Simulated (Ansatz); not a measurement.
The reference is CdI2 in the CdI2 type structure (space group P-3m1, No. 164; a = 4.153 Å, c = 6.551 Å; layered, stacked along the Cartesian z axis). Axes: x lies along a and z along c of the hexagonal cell.

Level of theory: PBEsol-D3(BJ) (Ansatz, an electronic-structure program; PAW; 420 eV plane waves; no SOC).

For the base:

The band gap is 2.17 eV.

Perturbation: uniaxial strain ε_zz = −1.50 %, all other strain components held at zero; the atoms relax in the strained cell.

### Question
What does the calculation give for the stress, band gap and energy relative to the base after the change?

### Answer
The stress (xx, yy, zz, yz, xz, xy; compression positive) amounts to (0.24, 0.24, 0.54, 0.00, 0.00, 0.00) GPa; the band gap falls by 0.055 eV, from 2.17 eV to 2.12 eV; the energy goes up by 0.8 meV/atom.

Spin-orbit coupling, missing from the scalar runs, can matter with I. Semilocal Kohn–Sham gaps tend to fall short of experiment. Stability against distortions was not tested.
